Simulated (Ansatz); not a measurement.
Results of LDA (PAW; Ansatz, a first-principles code) for 1T (CdI2-type) FeI2.

Run with plane-wave cutoff 500 eV, 12×12×6 k mesh (along the axes of the cell as run), Fermi–Dirac smearing 0.05 eV, spin-polarised start, scalar-relativistic PAW data made under PBE.

Computed at the level's own relaxed cell.

Task: Predict the volume per atom, equilibrium lattice constant a and c axis length.

Result: 
* **volume per atom**: 27.95 Å³/atom
* **equilibrium lattice constant a**: 3.839 Å
* **c axis length**: 6.568 Å

Note: the magnetic order was assumed, not searched for or taken from measurement; the volume lies 12 % below that of the published cell.

Spin–orbit coupling is not included.
